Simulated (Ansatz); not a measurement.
Consider interstitial O in monoclinic ZrO2 with all lengths changed by +1 %, charge state -2. Method: PBE, PAW (plane waves to 420 eV; Ansatz, a first-principles code).

96-site cell at the strained lattice (strain from the relaxed PBE one, atoms relaxed), the Γ point alone, smearing 0.01 eV, spin-restricted, no finite-size correction. Static, classical nuclei. The charge state is imposed; whether it is stable for some Fermi level was not computed. Sites that were not tried may lie lower.

Barriers: single points on a 2×2×2 k-point mesh shifted by half a step at the bands' geometries.

The step: a concerted move, in which O travels most; the atom moves 1.56 Å along (0.21, 0.12, 0.20) of the unit cell; the moving atom starts with neighbours O at 2.37, O at 2.40, O at 2.53, 2 O at 2.65; Zr at 2.09, Zr at 2.15, Zr at 2.17 Å and ends with O at 2.37, O at 2.40, O at 2.53, 2 O at 2.65; Zr at 2.09, Zr at 2.15, Zr at 2.17 Å.

Task: Estimate the migration barrier of this step that PBE, PAW returns for this input.

Result: 0.44 eV, the same both ways. At the saddle the moving atom has neighbours 2 O at 2.47, 2 O at 2.52; 2 Zr at 2.00 Å. The saddle point's order was not checked, and it lies on a symmetry element of the cell, where a band can be held.
